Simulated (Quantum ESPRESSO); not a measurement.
Input and output of a self-consistent single point for Si (Fd-3m, 2 atoms in the cell) (Quantum ESPRESSO).

Method of the run: PBE, PseudoDojo standard norm-conserving (PBE) pseudopotentials (plane waves; Quantum ESPRESSO).

The change in words: lattice scaled by 0.98. Reference geometry:
```yaml
crystal:
  lattice:
    - [-2.71550, 0.00000, 2.71550]
    - [0.00000, 2.71550, 2.71550]
    - [-2.71550, 2.71550, 0.00000]
  atoms:
    - { symbol: Si, position: [0.00000, 0.00000, 0.00000] }
    - { symbol: Si, position: [0.25000, 0.25000, 0.25000] }
```

Reference input (self-consistent single point, DFT, PBE, plane waves, PseudoDojo standard norm-conserving (PBE) pseudopotentials): ecutwfc = 40 Ry; occupations = smearing; smearing = fd; degauss = 0.000734986 Ry; potentials = {Si: Si.upf}; K_POINTS = automatic 7 7 7 0 0 0; conv_thr = 1e-08 Ry; mixing_beta = 0.3. This run's input differs from it in these lines:

```diff
@@ -10,3 +10,3 @@
  ibrav = 2
- celldm(1) = 10.26310258
+ celldm(1) = 10.05784053
  nat = 2
```

The program printed (abridged):

```
     Self-consistent Calculation

     iteration #  1     ecut=    40.00 Ry     beta= 0.30

     Threshold (ethr) on eigenvalues was too large:
     Diagonalizing with lowered threshold

     total energy              =     -16.92335862 Ry
     estimated scf accuracy    <       0.06198521 Ry

     iteration #  2     ecut=    40.00 Ry     beta= 0.30

     total energy              =     -16.91711223 Ry
     estimated scf accuracy    <       0.02572674 Ry

     iteration #  3     ecut=    40.00 Ry     beta= 0.30

     total energy              =     -16.91858260 Ry
     estimated scf accuracy    <       0.00033176 Ry

   [... 2 blocks of this kind left out ...]

     iteration #  6     ecut=    40.00 Ry     beta= 0.30

     total energy              =     -16.91862982 Ry
     estimated scf accuracy    <       0.00000014 Ry

     iteration #  7     ecut=    40.00 Ry     beta= 0.30
     End of self-consistent calculation

     the Fermi energy is     7.1020 ev

!    total energy              =     -16.91862984 Ry
     estimated scf accuracy    <          1.3E-09 Ry
     smearing contrib. (-TS)   =      -0.00000000 Ry
     internal energy E=F+TS    =     -16.91862984 Ry

     convergence has been achieved in   7 iterations

     Forces acting on atoms (cartesian axes, Ry/au):

     atom    1 type  1   force =     0.00000000    0.00000000    0.00000000
     atom    2 type  1   force =     0.00000000    0.00000000    0.00000000

     Total force =     0.000000     Total SCF correction =     0.000000

          total   stress  (Ry/bohr**3)                   (kbar)     P=       85.96
   0.00058432  -0.00000000  -0.00000000           85.96       -0.00       -0.00
  -0.00000000   0.00058432   0.00000000           -0.00       85.96        0.00
   0.00000000   0.00000000   0.00058432            0.00        0.00       85.96

   JOB DONE.
```

The run converged in 7 iterations. Against the reference run the free energy rises by 37.6 meV/atom, the pressure goes from 1.95 to 8.60 GPa and the gap on the mesh goes from 0.570 to 0.453 eV.

The starting cell has typed, rounded lattice constants, without a prior relaxation at this level. For this run, on top of that: lattice scaled by 0.98. With a pressure of about 9 GPa the cell is away from its equilibrium volume at this level.
